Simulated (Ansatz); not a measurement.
Consider the formation energy of MoSi2 (I4/mmm) from the elements. Reaction: 2 Si (diamond) + Mo (bcc) → MoSi2 (I4/mmm). Negative: the products are lower in energy. The value is per atom of the solid.

MoSi2 (I4/mmm), 3 atoms in the cell; spin state with PBE: run without spin, k-point mesh 12×12×12 on the run's own vectors.
```cif
data_Mo2Si4
_chemical_formula_sum 'Si4 Mo2'
_space_group_name_H-M_alt 'I4/mmm'
_space_group_IT_number 139
_space_group_name_Hall '-I 4 2'
_cell_length_a 3.21680
_cell_length_b 3.21680
_cell_length_c 7.87333
_cell_angle_alpha 90.000
_cell_angle_beta 90.000
_cell_angle_gamma 90.000
loop_
_atom_site_label
_atom_site_type_symbol
_atom_site_symmetry_multiplicity
_atom_site_Wyckoff_symbol
_atom_site_fract_x
_atom_site_fract_y
_atom_site_fract_z
_atom_site_occupancy
Si1 Si 4 e 0.00000 0.00000 0.33508 1
Mo1 Mo 2 a 0.00000 0.00000 0.00000 1
```
(The calculation used a cell of 3 atoms; values per cell refer to that cell.)

Si (diamond, Fd-3m), 2 atoms in the cell, k-point mesh 10×10×10 on the run's own vectors. Conventional cell: a = 5.470 Å, b = 5.470 Å, c = 5.470 Å, α = 90.00°, β = 90.00°, γ = 90.00°.

Mo (bcc, Im-3m), 1 atom in the cell; spin state with PBE: run without spin, k-point mesh 26×26×26 on the run's own vectors. Conventional cell: a = b = c = 3.161 Å, α = β = γ = 90.00°.

All numbers come from Ansatz (a first-principles code), plane waves with PAW, its default PAW set, cutoff 500 eV. The structures are at rest with PBE; other levels are single points on them. Neutral cells; Fermi-Dirac smearing of at most 0.10 eV in the solids, energies taken to zero width. The lattices are those relaxed with PBE, so at other levels the solids can be strained. A dispersion term (D3(BJ), or D4 for r2SCAN) was computed beside these levels and is taken off wherever the name lacks it. Static lattices, no vibrational contributions.

**Question.** What is the computed value (r2SCAN)?

**Answer.** -0.47 eV/atom, for 2 Si (diamond) + Mo (bcc) → MoSi2 (I4/mmm).
